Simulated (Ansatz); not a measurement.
CaO (model structure, F-43m, No. 216, 2 atoms in the cell) was calculated with G0W0@PBEsol (Ansatz, a program for electronic structure, plane waves, hard PAW, contour deformation).

The cell is the one relaxed with PBEsol. Conventional cell: a = 5.1807 Å, b = 5.1807 Å, c = 5.1807 Å, α = 90.00°, β = 90.00°, γ = 90.00°.

One run with a 6×6×6 mesh, response cutoff 100 eV and 145 empty bands, not extrapolated in mesh or basis; no spin–orbit coupling.

Highest filled and lowest empty level by k point (fractions of the reciprocal vectors of the cell (0.000 2.590 2.590) (2.590 0.000 2.590) (2.590 2.590 0.000) Å; eV from the valence maximum of each method):

```json
[
 {"k": "0 0 0", "PBEsol filled": "-0.66", "PBEsol empty": "3.26", "QP filled": "-0.63", "QP empty": "4.75"},
 {"k": "0 0 0.167", "PBEsol filled": "-0.59", "PBEsol empty": "4.18", "QP filled": "-0.56", "QP empty": "5.78"},
 {"k": "0 0 0.333", "PBEsol filled": "-0.45", "PBEsol empty": "5.62", "QP filled": "[?]", "QP empty": "[?]"},
 {"k": "0 0.167 0.333", "PBEsol filled": "-0.37", "PBEsol empty": "5.55", "QP filled": "-0.35", "QP empty": "7.36"},
 {"k": "0 0.167 -0.167", "PBEsol filled": "-0.50", "PBEsol empty": "5.18", "QP filled": "-0.47", "QP empty": "6.91"},
 {"k": "0 0.333 0.333", "PBEsol filled": "-0.19", "PBEsol empty": "5.31", "QP filled": "-0.18", "QP empty": "7.36"},
 {"k": "0.167 0.333 -0.5", "PBEsol filled": "-0.21", "PBEsol empty": "5.48", "QP filled": "[?]", "QP empty": "[?]"},
 {"k": "0.167 -0.5 -0.333", "PBEsol filled": "0.00", "PBEsol empty": "4.90", "QP filled": "0.00", "QP empty": "6.93"}
]
```

Task: Estimate the withheld levels to about 0.1 eV.

Result: 
- 0 0 0.333, QP filled: -0.42
- 0 0 0.333, QP empty: 7.47
- 0.167 0.333 -0.5, QP filled: -0.20
- 0.167 0.333 -0.5, QP empty: 7.52

Note: the relaxation could raise the start's symmetry but not lower it, so the cell can be a saddle point.

A model structure was made by putting elements into a prototype or built by hand; it is no filed structure, need not be a known phase, and can be a saddle point held by its symmetry.
